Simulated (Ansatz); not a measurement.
# Pressure series in TaS2

The reference is TaS₂ in the CdI2 type structure (space group P-3m1, No. 164; a = 3.329 Å, c = 5.785 Å; layered, stacked along the Cartesian z axis).

Cell and atoms are relaxed at each pressure.

Level of theory: PBE-D3(BJ)/PAW in Ansatz (a first-principles code), spin-orbit coupling left out.

Candidates:
(a) pressure 45 GPa
(b) pressure 60 GPa
(c) pressure −2 GPa

For the base:

- c/a ratio = 1.738

Question: Order them by c/a ratio, lowest first.

Answer: (a) pressure 45 GPa (1.663), (b) pressure 60 GPa (1.675), (c) pressure −2 GPa (1.808)

Load acts through the strain it causes; cell and atoms are relaxed under it. No phonon test of stability was made. No other phases were tried under pressure. All final runs are without spin polarisation. An odd electron count without spin: TaS2.
